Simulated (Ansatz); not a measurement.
Consider interstitial K in rock-salt MgO, charge state +1. The step: several atoms move together, K the farthest; the atom moves 2.11 Å along (0.50, 0.00, 0.00) of the unit cell; the moving atom starts with neighbours 4 Mg at 2.28; 4 O at 2.14 Å and ends with 4 Mg at 2.28; 4 O at 2.14 Å. A PBE band in Ansatz (plane-wave PAW, the Γ point alone, 64 host sites, 22 SCF runs with any check of the saddle's order, static, no finite-size correction) gives a forward barrier of 0.56 eV. The saddle point's order was not checked, and it lies on a symmetry element of the cell, where a band can be held. The charge state is imposed; whether it is stable for some Fermi level was not computed. Sites that were not tried may lie lower.

Single points at the band's start and saddle point can refine it. Rough cost of one point, in units of the band's mean SCF on the same machine:

```json
[
 {"Level": "PBE, a 2×2×2 k-point mesh shifted by half a step", "Cost of one point": "about 8"},
 {"Level": "r2SCAN at 500 eV, the Γ point alone", "Cost of one point": "about 3"}
]
```

Question: Which of these move the barrier by more than 0.1 eV, and how far does each move it?

Answer: Not one does. PBE, a 2×2×2 k-point mesh shifted by half a step: 0.00 eV; r2SCAN at 500 eV, the Γ point alone: -0.02 eV. Each functional is compared with PBE at the same k-points.

Ansatz is an electronic-structure program.
